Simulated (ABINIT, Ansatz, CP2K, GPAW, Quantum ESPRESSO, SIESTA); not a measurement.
**ZrHg3 (Pm-3m, 4 atoms in the cell) computed with different codes at matched settings**

Self-consistent single point.

```
ZrHg3
1.0
    4.41774     0.00000     0.00000
    0.00000     4.41774     0.00000
    0.00000     0.00000     4.41774
Zr Hg
1 3
Direct
  0.00000   0.00000   0.00000
  0.50000   0.50000   0.00000
  0.00000   0.50000   0.50000
  0.50000   0.00000   0.50000
```

All programs got the same cell, k-point mesh and kind of occupations (in Ansatz's words: kpoints.mp_grid.grid = 8 8 8; scf.occupations.method = gaussian; scf.occupations.width = 0.1 eV); potentials, basis and cutoffs are each program's usual ones.

```csv
code,model,pressure (GPa),k-points,cutoff
GPAW,"LDA (Perdew-Wang 92), GPAW PAW datasets LDA (gpaw-data 1.0.1)",-6.15,35,550 eV
CP2K,"LDA (Pade form), GPW, DZVP-MOLOPT-SR-GTH basis, GTH-PADE potentials (GTH_POTENTIALS)",-6.05,260,grid 500 Ry
Ansatz,"LDA (PW92), PAW files made with PBE",-6.52,35,default
SIESTA,"LDA PW92, numerical atomic orbitals DZP, PseudoDojo LDA standard norm-conserving potentials (rewritten from UPF to PSML)",-14.63,296,grid 350 Ry
Quantum ESPRESSO,"LDA (PZ), GBRV 1.5 ultrasoft (LDA) pseudopotentials",-6.33,35,40 Ry
ABINIT,"LDA (PW92), norm-conserving pseudopotentials (PseudoDojo nc-sr-04 LDA standard)",-6.61,35,35 Ha
```

The spread over the programs that give each value: pressure within 8.58 GPa.

The starting cell comes from a database of computed structures (which also holds hypothetical and non-ambient phases and stackings), without a prior relaxation at this level. On Ansatz's run: Spin-orbit coupling is off. In the base run, with a pressure of about -6 GPa the cell is away from its equilibrium volume at this level.

### Question
Why do the programs differ, and what cannot be compared?

### Answer
Differences of this kind can come from the potentials, where these differ, and from what each basis and cutoff leave unconverged. The valence holds different numbers of electrons (GPAW 66, CP2K 48, Ansatz (a program for electronic structure) 72, SIESTA 72, Quantum ESPRESSO 48, ABINIT 72). The zero of total energies and Fermi levels follows the potentials and each program's conventions, so they are not compared here. CP2K and SIESTA use small atom-centred bases, whose incompleteness enters pressures, forces and empty levels differently from a plane-wave cutoff. Ansatz's pressure is given at a fixed set of plane waves, as the other plane-wave codes print theirs; with its correction for the finite basis it is -6.48 GPa. The same LDA comes in different parametrisations, which differ slightly. The programs reduce the same mesh by symmetry to different extents, which changes the work and not the result. In the pressure, SIESTA (by 8.21) lies more than 1 GPa from the median of the plane-wave programs.

Left out of this page: Elk and FLEUR (not drawn, or without a comparable value).

Keys are those of Ansatz 0.2.
